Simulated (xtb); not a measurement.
xtb 6.7.1, GFN2-xTB: disilicic acid (O[Si](O)(O)O[Si](O)(O)O), 15 atoms. The geometry is a generated start, not checked to be a minimum at this level.

```yaml
run_flags: --grad
method: GFN2-xTB
"--acc": 1 (default)
"--etemp (K)": 300 (default)
basis_functions: 54
valence_electrons: 56
```

```xyz
15

O      2.8120     0.4082     0.6402
Si     1.4686    -0.4327     0.3190
O      1.6732    -1.3568    -0.9916
O      1.1382    -1.3749     1.5925
O      0.2818     0.6562     0.0327
Si    -1.2944     0.5110    -0.2835
O     -1.7449     1.8272    -1.1269
O     -1.5123    -0.8854    -1.0889
O     -2.2235     0.4391     1.0410
H      3.1552     0.9894    -0.0324
H      0.8960    -1.7894    -1.3407
H      1.1457    -0.9926     2.4657
H     -1.1897     2.1207    -1.8449
H     -2.3620    -1.3123    -1.0056
H     -2.2438     1.1923     1.6233
```

One run each on 1 thread. Values of broydamp tried: 0.02, 0.05, 0.1, 0.2, 0.4 (default), 0.6, 0.8, 1.

Which value of broydamp needs the fewest SCC iterations, and what happens away from it?

Fewest SCC iterations, within one of each other: 0.4 (default) with 12, 0.6 with 11, 0.8 with 12, 1 with 12. The count rises to 21 at 0.02. All converge to one solution.

| broydamp | SCC iterations | end |
|---|---|---|
| 0.02 | 21 | same solution |
| 0.05 | 19 | same solution |
| 0.1 | 18 | same solution |
| 0.2 | 13 | same solution |
| 0.4 (default) | 12 | same solution |
| 0.6 | 11 | same solution |
| 0.8 | 12 | same solution |
| 1 | 12 | same solution |
